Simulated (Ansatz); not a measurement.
Start from Ca in the simple cubic structure (space group Pm-3m, No. 221; a = 3.464 Å; a cell from a computed database, its experimental status unchecked; relaxed with 0.1 eV smearing). Axes: x, y, z lie along the cube axes.

Computed with Ansatz (an electronic-structure program), PBEsol, PAW, cutoff 420 eV, scalar-relativistic without spin-orbit coupling.

For the base:

The volume per atom is 41.55 Å³ and the band gap is zero.

Perturbation: uniaxial stress, 1 GPa tension along z, with the cell and atoms free to relax against it.

### Question
What does the calculation give for the energy relative to the base, volume per atom and band gap after the change?

### Answer
The energy grows by 3.2 meV/atom; the volume per atom grows by 1.33 Å³ to 42.88 Å³; the band gap stays zero.

Load acts through the strain it causes; cell and atoms are relaxed under it. Beyond what the load breaks, stability against distortions was not tested. This is not the structure that Ca has at room temperature and ambient pressure.
